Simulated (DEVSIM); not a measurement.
System: Al0.3Ga0.7As/GaAs p-n heterojunction, at 350 K.

```tsv
layer (left to right)	material	thickness (μm)	Nd (cm⁻³)	Na (cm⁻³)	τn (s)	τp (s)
1	Al0.3Ga0.7As	0.320	-	3.7e16	3.2e-9	3.2e-9
2	GaAs	0.180	8.9e16	-	3.2e-9	3.2e-9
```

Left contact: ohmic. Right contact: ohmic. Voltage is applied to the left contact. Recombination: SRH at mid-gap. Mobility is μmin + (μ − μmin)/(1 + (N/Nref)^α).

This is a model device: material constants are rounded textbook-type values typed into the input, and sizes, dopings and lifetimes were drawn at random. Values at 300 K; Nc and Nv go as T^1.5, mobilities as T to minus their exponent, the gap by Varshni's rule with the affinity fixed. The table also holds parameters that only a changed run uses.

```csv
parameter,Al0.3Ga0.7As,GaAs
gap (eV),1.7981,1.424
affinity (eV),3.833,4.07
permittivity,12.05,12.9
Nc (cm⁻³),6.96e17,4.7e17
Nv (cm⁻³),9e18,9e18
μn (cm²/Vs),3880,8500
μp (cm²/Vs),197,400
"μn,min",500,500
"μp,min",20,20
"Nref,n",6e16,6e16
"Nref,p",1.5e17,1.5e17
αn,0.39,0.39
αp,0.38,0.38
T exponent of μn,2.1,2.1
T exponent of μp,2.2,2.2
Cn (cm⁶/s),1e-30,1e-30
Cp (cm⁶/s),1e-30,1e-30
Varshni α (eV/K),0.000541,0.000541
Varshni β (K),204,204
```

DEVSIM, 1D drift-diffusion, Boltzmann statistics, complete ionisation; no tunnelling, impact ionisation, image-force lowering or self-heating. Band offsets follow the typed affinities; no thermionic-emission limit at abrupt steps, no polarisation charge.

Base results: largest field in the device at zero bias (V/cm) 100000; potential step across the device at zero bias (V) 1.308; dark forward voltage at 100 A/cm² (V) 1.114; dark forward voltage at 1 A/cm² (V) 0.945.

**Question.** What follows from this one change: doping Na of layer 1 3.7e+16 → 1.1e+17 cm^-3?

**Answer.** largest field in the device at zero bias 100000 → 140000 V/cm; potential step across the device at zero bias 1.308 → 1.341 V; dark forward voltage at 100 A/cm² 1.114 → 1.087 V; dark forward voltage at 1 A/cm² 0.945 → 0.935 V.

**Question.** What follows from this one change: thickness of layer 1 0.32 → 0.54 μm?

**Answer.** largest field in the device at zero bias little changed (100000 V/cm); potential step across the device at zero bias little changed (1.308 V); dark forward voltage at 100 A/cm² 1.114 → 1.118 V; dark forward voltage at 1 A/cm² little changed (0.945 V).

**Question.** What follows from this one change: constant mobility in place of the doping-dependent one?

**Answer.** largest field in the device at zero bias little changed (100000 V/cm); potential step across the device at zero bias little changed (1.308 V); dark forward voltage at 100 A/cm² 1.114 → 1.093 V; dark forward voltage at 1 A/cm² 0.945 → 0.929 V.
